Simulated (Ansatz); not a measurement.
The reference is AlN in the zinc blende structure (space group F-43m, No. 216).

```
AlN
1.0
    0.00000     2.18885     2.18885
    2.18885     0.00000     2.18885
    2.18885     2.18885     0.00000
N Al
1 1
Direct
  0.75000   0.75000   0.75000
  0.00000   0.00000   0.00000
```

Method: Kohn–Sham DFT with the PBEsol functional, run in Ansatz (a quantum-chemistry and plane-wave program) with PAW and 420 eV plane waves, no spin-orbit coupling.

Base values:

| Quantity | Result |
|---|---|
| Gap character | indirect, Γ → X |

Modification: 0.0419 holes added to each cell, a density of 2.0×10^21 cm⁻³, with a uniform compensating background at fixed cell and a 300 K Fermi–Dirac width.

Question: Estimate the effect on the Fermi level from band edge and gap character.

Answer: The Fermi level relative to the doped band's edge (positive inside the band; to 0.05 eV) amounts to +0.05 eV; the gap character remains indirect, Γ → X.

Charged cell with a jellium background: band edges are those of the host's band count, energies are not comparable with the neutral cell, and many-body gap narrowing is missing. Whether these cells are dynamically stable was not tested. This is not the structure that AlN has at room temperature and ambient pressure.
